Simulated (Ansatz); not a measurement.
A self-consistent single point of a (001) slab of Zn2SeS (cut from a parent of space group no. 115; 8 atoms in the cell) with Ansatz (a quantum-chemistry and plane-wave program).

Level of theory: PBEsol, default PAW files made with PBE (plane waves; Ansatz).

The change in words: vacuum of 3 angstrom (first run: 14 Å). Reference geometry:
```xyz
8
Lattice="3.9210 0.0000 0.0000 0.0000 3.9210 0.0000 0.0000 0.0000 23.7650" Properties=species:S:1:pos:R:3 pbc="T T T"
Zn     1.9605     0.0000     9.9140
Zn     0.0000     1.9605     7.0000
Se     0.0000     0.0000     8.4570
S      1.9605     1.9605    11.2263
Zn     1.9605     0.0000    15.4527
Zn     0.0000     1.9605    12.5387
Se     0.0000     0.0000    13.9957
S      1.9605     1.9605    16.7650
```

Reference input (self-consistent single point, DFT, PBEsol, plane waves, default PAW files made with PBE): basis.ecutwfc = 420 eV; kpoints.mp_grid.grid = 5 5 1; hamiltonian.xc = pbesol; hamiltonian.pseudopotentials = {kind: paw} (the program's default PAW files); scf.occupations.method = fermi_dirac; scf.occupations.width = 0.05 eV. This run's input differs from it in these lines:

Ansatz 0.2 input:
```diff
@@ -5,12 +5,12 @@
     - [0.000000, 3.921018, 0.000000]
-    - [0.000000, 0.000000, 23.764987]
+    - [0.000000, 0.000000, 12.764986]
   atoms:
-    - { symbol: Zn, position: [0.500000, 0.000000, 0.417168] }
-    - { symbol: Zn, position: [0.000000, 0.500000, 0.294551] }
-    - { symbol: Se, position: [0.000000, 0.000000, 0.355859] }
-    - { symbol: S, position: [0.500000, 0.500000, 0.472388] }
-    - { symbol: Zn, position: [0.500000, 0.000000, 0.650230] }
-    - { symbol: Zn, position: [0.000000, 0.500000, 0.527612] }
-    - { symbol: Se, position: [0.000000, 0.000000, 0.588920] }
-    - { symbol: S, position: [0.500000, 0.500000, 0.705449] }
+    - { symbol: Zn, position: [0.500000, 0.000000, 0.345789] }
+    - { symbol: Zn, position: [0.000000, 0.500000, 0.117509] }
+    - { symbol: Se, position: [0.000000, 0.000000, 0.231648] }
+    - { symbol: S, position: [0.500000, 0.500000, 0.448594] }
+    - { symbol: Zn, position: [0.500000, 0.000000, 0.779688] }
+    - { symbol: Zn, position: [0.000000, 0.500000, 0.551406] }
+    - { symbol: Se, position: [0.000000, 0.000000, 0.665545] }
+    - { symbol: S, position: [0.500000, 0.500000, 0.882491] }
 basis:
```

Output (repeated stretches shortened):

```
SCF iter   1: F=—  HF=-25744.823523 eV  |F-HF|=—  |Δ(HF+E_count)|=         —  Δρ=4.33e-3  dr2=5.32e-2  ethr=1.77e-3  ⟨swp⟩=6.8  Hψ=2150  notcnv=0  defer=9
all-band conjugate gradients solve this SCF's bands
preconditioner: auto → LDOS
SCF iter   2: F=—  HF=-25744.822919 eV  |F-HF|=—  |Δ(HF+E_count)|=   6.03e-4  Δρ=4.05e-3  dr2=3.21e-2  ethr=5.78e-5  ⟨swp⟩=2.0  Hψ=1026  notcnv=0  defer=36
   [... lines left out ...]
SCF iter   6: F=—  HF=-25744.810961 eV  |F-HF|=—  |Δ(HF+E_count)|=   1.39e-4  Δρ=5.07e-5  dr2=7.07e-6  ethr=5.68e-8  ⟨swp⟩=2.0  Hψ=679  notcnv=0  defer=36
SCF iter   7: F=—  HF=-25744.810960 eV  |F-HF|=—  |Δ(HF+E_count)|=   2.71e-7  Δρ=1.87e-5  dr2=9.64e-7  ethr=7.68e-9  ⟨swp⟩=2.0  Hψ=758  notcnv=0  defer=36
SCF iter   8: F=—  HF=-25744.810960 eV  |F-HF|=—  |Δ(HF+E_count)|=   7.18e-8  Δρ=8.75e-6  dr2=1.68e-7  ethr=1.05e-9  ⟨swp⟩=2.0  Hψ=758  notcnv=0  defer=36
SCF iter   9: F=-25744.810960 eV  HF=-25744.810960 eV  |F-HF|=1.49e-8  |Δ(HF+E_count)|=   7.37e-9  Δρ=3.52e-6  dr2=3.19e-8  ethr=1.09e-10  ⟨swp⟩=9.6  Hψ=2241  notcnv=0
SCF 1 converged in 9 iterations: F = -25744.810960 eV  dr2 = 3.19e-8
Free energy (F): -25744.810960 eV
Internal energy: -25744.789441 eV  (E = F + TS)
E sigma→0 (E₀):  -25744.800201 eV
Entropy (-TS):   -0.021519 eV (-2.690 meV/atom)
Fermi energy:    5.656762 eV
--- Forces (eV/Å), atoms counted from 1 ---
  atom   1  Zn     0.00000000     0.00000000     0.59332227
  atom   2  Zn     0.00000000     0.00000000    -0.82951145
  atom   3  Se     0.00000000     0.00000000    -0.67884235
  atom   4  S      0.00000000     0.00000000    -0.52696624
  atom   5  Zn     0.00000000     0.00000000     0.90528539
  atom   6  Zn     0.00000000     0.00000000     0.47716816
  atom   7  Se     0.00000000     0.00000000    -0.48412364
  atom   8  S      0.00000000     0.00000000     0.54361400
--- Stress (GPa, compression-positive) ---
       -0.462919       0.000000       0.000000
        0.000000      -2.849604       0.000000
        0.000000       0.000000      -5.349557
  P = ⅓ Tr σ = -2.8874 GPa (-28.874 kbar)
  The stress holds the Pulay correction. Without it, at fixed plane waves, as pw.x and ABINIT print it: P = -2.9311 GPa
```

The run converged in 9 iterations. Against the reference run the free energy falls by 140 meV/atom and the largest force goes from 0.881 to 0.905 eV/Å.

The starting cell comes from a database of computed structures (which also holds hypothetical and non-ambient phases and stackings), without a prior relaxation at this level. The slab is cut from that crystal, and its faces are unrelaxed. Its lattice was rescaled by up to half a per cent. Spin polarisation is off, though cut faces can carry moments; the slab shows no gap. The two faces of this cut differ, and no dipole correction was used.
